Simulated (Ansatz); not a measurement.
**Lattice parameter c of BaAlHO2 (model structure, started from the SrVO2H type, P4/mmm, No. 123, 5 atoms in the cell) at several levels of theory**

No measured value is used here.

```csv
level (code),value (Å)
LDA (Ansatz),3.924
PBE (Ansatz),4.017
PBEsol (Ansatz),3.957
r²SCAN (Ansatz),4.008
```

Cutoffs differ between the levels. Ansatz's density-functional and Hartree–Fock values are scalar-relativistic unless marked +SOC, with PAW data made under PBE.

A model structure was made by putting elements into a prototype or built by hand; it is no filed structure, need not be a known phase, and can be a saddle point held by its symmetry.

Ansatz is a first-principles code.
